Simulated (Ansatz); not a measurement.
## A computed series for InAs: response to strain

The parent structure is InAs in the zinc blende structure (space group F-43m, No. 216; a = 6.108 Å). Axes: x, y, z lie along the cube axes.

Strains are applied to the cell and any free atomic positions relax; under biaxial strain the out-of-plane vector relaxes too; under stress the whole cell relaxes.

Level of theory: r2SCAN/PAW in Ansatz (an electronic-structure program), no SOC, earlier PAW set.

| variant | volume per atom | space group | band gap |
|---|---|---|---|
| base | 28.49 Å³ | F-43m (No. 216) | 0.08 eV |
| biaxial strain −0.20 %, plane normal [110], relaxed out of plane | 28.42 Å³ | Imm2 (No. 44) | 0.09 eV |
| isotropic strain +1.74 % | 30.00 Å³ | F-43m (No. 216) | zero |
| isotropic strain +2.79 % | 30.94 Å³ | F-43m (No. 216) | zero |
| isotropic strain +4.47 % | 32.48 Å³ | F-43m (No. 216) | zero |
| uniaxial strain ε_xx = +4.41 % | 29.75 Å³ | I-4m2 (No. 119) | zero |
| uniaxial strain ε_yy = −3.42 % | 27.52 Å³ | I-4m2 (No. 119) | 0.16 eV |
| tensor shear ε_xz = +2.76 % | 28.47 Å³ | Imm2 (No. 44) | zero |
| uniaxial stress, 8 GPa tension along z | ? | I-4m2 (No. 119) | zero |
| tensor shear ε_xz = −0.19 % | 28.49 Å³ | Imm2 (No. 44) | 0.07 eV |

Complete the table.


- uniaxial stress, 8 GPa tension along z, volume per atom: 29.84 Å³

The mesh was chosen for an insulator and is coarse for the gapless case. Beyond what the load breaks, stability against distortions was not tested. The final runs are not spin-polarised. Gaps under 0.05 eV, about the width of the smearing, are given as zero. A zero or small gap of InAs can be the functional's error rather than a property of the material.
